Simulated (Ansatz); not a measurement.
MgSe (rock salt, Fm-3m), quasi-harmonic lattice dynamics with LDA density-functional theory in Ansatz (plane waves, PAW). 

```json
[
 {"T (K)": "150", "α_L (10⁻⁶/K)": "14.2", "C_P (J/mol/K)": "40.4", "bulk modulus B_T (GPa)": "66.1", "γ": "1.68"},
 {"T (K)": "250", "α_L (10⁻⁶/K)": "17.3", "C_P (J/mol/K)": "46.9", "bulk modulus B_T (GPa)": "64.1", "γ": "1.73"},
 {"T (K)": "300", "α_L (10⁻⁶/K)": "18.1", "C_P (J/mol/K)": "48.4", "bulk modulus B_T (GPa)": "63.1", "γ": "1.75"},
 {"T (K)": "350", "α_L (10⁻⁶/K)": "18.8", "C_P (J/mol/K)": "49.5", "bulk modulus B_T (GPa)": "62.0", "γ": "1.76"},
 {"T (K)": "450", "α_L (10⁻⁶/K)": "20.1", "C_P (J/mol/K)": "[?]", "bulk modulus B_T (GPa)": "59.8", "γ": "1.79"},
 {"T (K)": "500", "α_L (10⁻⁶/K)": "20.7", "C_P (J/mol/K)": "51.6", "bulk modulus B_T (GPa)": "58.6", "γ": "1.80"},
 {"T (K)": "700", "α_L (10⁻⁶/K)": "23.3", "C_P (J/mol/K)": "53.9", "bulk modulus B_T (GPa)": "53.5", "γ": "1.87"},
 {"T (K)": "900", "α_L (10⁻⁶/K)": "27.1", "C_P (J/mol/K)": "56.7", "bulk modulus B_T (GPa)": "[?]", "γ": "1.95"}
]
```

Q: Some entries are withheld; supply them.

A: 
- 450, C_P (J/mol/K): 51.0
- 900, bulk modulus B_T (GPa): 47.5

Whether this phase is the stable one at each condition was not tested.

The PAW data sets were generated under PBE and serve the other functionals too.

Ansatz is a program for electronic structure.
